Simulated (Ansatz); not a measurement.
The starting structures come from a database of crystals and need not be the phases stable at ambient conditions.

By PBEsol, the system below comes out a metal.

The ballistic (Sharvin) conductance counts the channels at the Fermi level: G/A = (e²/h) × channels of both spins per area.

Given:

```
BiIn
1.0
    4.85884     0.00000     0.00000
    0.00000     5.17545     0.00000
    0.00000     0.00000     4.85884
In Bi
2 2
Direct
  0.50000   0.49514   0.00000
  0.00000   0.50486   0.50000
  0.50000   0.00000   0.50000
  0.00000   0.00000   0.00000
```

The cell is taken as given; by PBEsol it stands under a pressure of -2.6 GPa.

The current flows along the normal of the first two printed cell vectors, the (100) plane of the conventional cell. No spin-orbit coupling; the value is a mean over 0.1 eV about the Fermi level.

Problem. Give the ballistic conductance per area that Ansatz (a first-principles code) with PBEsol yields.

Solution. 0.78 × 10¹⁵ S/m² for both spins.
